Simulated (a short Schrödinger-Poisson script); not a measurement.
Stack: MOS inversion layer, SiO2 on p-type Si(100), at 300 K.

From the gate side: 1.6 nm SiO2; 340 nm Si, acceptors 1.6e18 cm⁻³.

The device is made up for the run: typed textbook-type constants, with dimensions and the other settings drawn at random. SiO2: permittivity 3.9, conduction-band edge (eV) 3.15, gap (eV) 9, electron mass (mₑ) 0.5. Si: permittivity 11.7, conduction-band edge (eV) 0, gap (eV) 1.124, Nv at 300 K (cm⁻³) 3.1e19.

Channel valleys (confinement mass, in-plane density-of-states mass, number): Δ2 0.916, 0.19, 2; Δ4 0.19, 0.417, 4. At the gate the conduction-band edge of layer 1 lies 3.32 eV − eVg above the Fermi level of the channel; the field vanishes at the back. Gaps are held at their typed values at every temperature. Mesh 0.03 nm at interfaces.

From a short Schrödinger-Poisson script (our own, NumPy): 1D Poisson equation in equilibrium, electrons quantum, Hartree (BenDaniel-Duke, 12 states a valley, the channel's in-plane mass for all, wave functions free to enter the dielectric), parabolic valleys, classical holes, full ionisation, no traps, pinning or gate leakage.

```tsv
Vg (V)	electrons (cm⁻²)	C (μF/cm²)	Δ2 E0 (meV from the Fermi level)	Δ4 E0 (meV from the Fermi level)
0.4	1.04e9	0.326	221.5	289.8
0.45	4.93e9	0.336	181.1	250.4
0.5	2.26e10	0.399	141.5	211.8
0.55	9.02e10	0.606	105.3	176.6
0.6	2.66e11	0.937	76.8	149.1
0.65	5.61e11	1.21	56.6	130.0
0.7	9.39e11	1.37	42.3	116.9
0.75	1.37e12	1.48	31.5	107.2
0.8	1.83e12	1.55	22.8	99.6
0.85	2.31e12	1.59	15.5	93.5
0.9	2.80e12	1.63	9.2	88.3
0.95	3.31e12	1.65	3.6	83.8
1	3.82e12	1.68	-1.5	79.8
1.05	4.34e12	1.69	-6.2	76.2
1.1	4.87e12	1.71	-10.5	72.9
1.15	5.40e12	1.72	-14.6	69.9
1.2	5.94e12	1.73	-18.4	67.1
```

Gate voltages with under 1e9 electrons/cm² are left out.

**Question.** At Vg = 1.2 V the lowest Δ2 subband lies at -18.4 meV from the Fermi level. How many electrons does it hold, and what share of all?

**Answer.** The two-dimensional density of states is g m/(πħ²) = 1.59e11 cm⁻² meV⁻¹ (both spins), kT = 25.9 meV, so n = D kT ln(1 + exp(−E/kT)) = 4.56e12 cm⁻², 0.77 of the 5.94e12 cm⁻² in all.

**Question.** Compare the slope of the sheet density between 1.1 and 1.2 V with the geometric capacitance of the layers between gate and channel.

**Answer.** q Δn/ΔV = 1.71 μF/cm²; ε0/Σ(t/ε) = 2.16 μF/cm². The ratio is 0.79: the channel acts as a further capacitance in series.
